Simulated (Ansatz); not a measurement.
**Al: isotropic strain −0.50 %**

Consider Al in the fcc (Cu type) structure (space group Fm-3m, No. 225; a = 3.994 Å; relaxed with 0.1 eV smearing).

Modification: every lattice vector is shortened by 0.50 %; the atoms relax in the strained cell.

Computed with plane-wave PAW DFT at the r2SCAN level (Ansatz, a first-principles code, 500 eV), no spin-orbit coupling. Settings: 28×28×28 k-points, 0.1 eV Fermi–Dirac smearing.

- Volume per atom: 15.69 Å³ (base 15.92 Å³)
- Energy relative to the base (free energy F): +1.0 meV/atom
- Pressure: 1.4 GPa (base 0.0 GPa)
- Band gap: zero (base zero)

Final structure:

```yaml
crystal:
  lattice:
    - [0.00000, 1.98684, 1.98684]
    - [1.98684, 0.00000, 1.98684]
    - [1.98684, 1.98684, 0.00000]
  atoms:
    - { symbol: Al, position: [0.00000, 0.00000, 0.00000] }
```

Cost of the whole job for the changed cell (relaxation, final SCF and bands): roughly 21 core-seconds.

Stability against distortions was not tested.
